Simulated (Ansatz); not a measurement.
System: Ta-vacancy pair (Ta on one host Mo site, one Mo site vacant) in bcc Mo (neutral cell). The step: a nearby Mo atom hops onto the vacant site (Ta-vacancy distance between ideal sites 2.74 → 4.47 Å); the atom moves 2.69 Å along (-0.49, 0.50, -0.49) of the unit cell; the moving atom starts with neighbours Mo at 2.70, Mo at 2.71, Mo at 2.72, 2 Mo at 2.73, 2 Mo at 2.74, 2 Mo at 3.14, Mo at 3.15, Mo at 3.16, Mo at 3.17, Mo at 3.19 Å and ends with Mo at 2.69, 2 Mo at 2.73, 2 Mo at 2.74, Mo at 2.75, Mo at 3.11, Mo at 3.13, Mo at 3.16, Mo at 3.17, Mo at 3.20, Mo at 3.21; Ta at 2.76 Å. DFT values are from Ansatz (plane-wave PAW, 420 eV unless said) in a cell of 36 host sites, spin-restricted, static, with no finite-size correction. Forms of the defect that were not tried may lie lower. For the PBE band: the saddle point's order was not checked.

```csv
Level,Forward barrier (eV),Cost of the band or of the saddle's single point
"CHGNet universal potential (has no charge state), its own band",0.58,-
"PBE, a 2×2×3 k-point mesh shifted by half a step, band relaxed",1.26,very roughly 70 core-minutes
"PBE, a 3×3×5 k-point mesh shifted by half a step, same geometries",1.19,very roughly 7 core-minutes
"r2SCAN at 500 eV, a 2×2×3 k-point mesh shifted by half a step, same geometries",…,around 6 core-minutes (rough)
```

Q: What belongs in the gaps?

A: 
- r2SCAN at 500 eV, a 2×2×3 k-point mesh shifted by half a step, same geometries, Forward barrier (eV): 1.34

Ansatz is a program for electronic structure.
